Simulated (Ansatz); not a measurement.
A computed series for SiC: pressure series

The parent structure is SiC (space group P6_3mc, No. 186; a = 3.058 Å, c = 10.012 Å).

Cell and atoms are relaxed at each pressure.

Method: Kohn–Sham DFT with the LDA functional, run in Ansatz (a program for electronic structure) with PAW and 420 eV plane waves, no spin-orbit coupling.

```
variant           smallest direct gap  lattice parameter a
----------------  -------------------  -------------------
base                          3.31 eV              3.058 Å
pressure −2 GPa               3.31 eV              3.067 Å
pressure −1 GPa               3.31 eV              3.063 Å
pressure 0.9 GPa              3.31 eV              3.055 Å
pressure 2.1 GPa              3.32 eV              3.049 Å
pressure 4.5 GPa              3.32 eV                    ?
pressure 9 GPa                      ?              3.022 Å
pressure 15 GPa               3.34 eV              3.000 Å
pressure 30 GPa               3.35 eV              2.952 Å
```

Problem. Complete the table.

Solution. 
- pressure 4.5 GPa, lattice parameter a: 3.039 Å
- pressure 9 GPa, smallest direct gap: 3.33 eV

Load acts through the strain it causes; cell and atoms are relaxed under it. Whether these cells are dynamically stable was not tested. Competing high-pressure phases were not computed.
